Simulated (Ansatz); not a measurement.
How the chemistry of the join moves the hole barrier: MnP-type NiSi (1 0 0) on silicon (0 0 1)

Periodic stacks without vacuum, MnP-type NiSi (1 0 0) on silicon (0 0 1); both interfaces of a cell carry the change, in one in-plane cell and from one registry, and each cell is one relaxation from one start. Barriers are from the Fermi level to the substrate's bulk edges by the potential line-up, at PBE, whose gaps run too small. 3 further cells gave no line-up that passed the checks and are left out.

Plane-wave PAW runs of Ansatz (an electronic-structure program), PBE at 420 eV, without spin–orbit coupling or a Hubbard term. The relaxations are without spin polarisation. The cells are models built for this series, cut from the relaxed bulk crystals, not measured interface structures.

```json
[
 {"interface": "as cut", "hole barrier (eV)": "0.26", "electron barrier (eV)": "0.35", "shift of the hole barrier (eV)": "0", "Pauling electronegativity of the guest": "–"},
 {"interface": "B on 6 of 6 substrate sites at each interface", "hole barrier (eV)": "0.06", "electron barrier (eV)": "0.54", "shift of the hole barrier (eV)": "-0.20", "Pauling electronegativity of the guest": "2.04"},
 {"interface": "B on 3 of 6 substrate sites at each interface", "hole barrier (eV)": "0.16", "electron barrier (eV)": "0.45", "shift of the hole barrier (eV)": "-0.10", "Pauling electronegativity of the guest": "2.04"},
 {"interface": "Ga on 3 of 6 substrate sites at each interface", "hole barrier (eV)": "0.20", "electron barrier (eV)": "0.41", "shift of the hole barrier (eV)": "-0.06", "Pauling electronegativity of the guest": "1.81"},
 {"interface": "Al on 3 of 6 substrate sites at each interface", "hole barrier (eV)": "0.20", "electron barrier (eV)": "0.41", "shift of the hole barrier (eV)": "-0.06", "Pauling electronegativity of the guest": "1.61"},
 {"interface": "P on 3 of 6 substrate sites at each interface", "hole barrier (eV)": "0.30", "electron barrier (eV)": "0.30", "shift of the hole barrier (eV)": "+0.04", "Pauling electronegativity of the guest": "2.19"},
 {"interface": "Sb on 3 of 6 substrate sites at each interface", "hole barrier (eV)": "0.43", "electron barrier (eV)": "0.18", "shift of the hole barrier (eV)": "+0.17", "Pauling electronegativity of the guest": "2.05"},
 {"interface": "P on 6 of 6 substrate sites at each interface", "hole barrier (eV)": "0.44", "electron barrier (eV)": "0.17", "shift of the hole barrier (eV)": "+0.18", "Pauling electronegativity of the guest": "2.19"}
]
```

Shifts are against the cell as cut, whose hole barrier is 0.26 eV. They span -0.20 to +0.18 eV: 2 changes lower it by 0.1 eV or more, 2 raise it as much, and 3 leave it within 0.1 eV.

Guests on substrate sites: A least-squares line of the shift against the guest's electronegativity has the slope +0.22 eV per unit and gives 21 % of the variance over these 5 cells, so this descriptor alone doesn't order them.
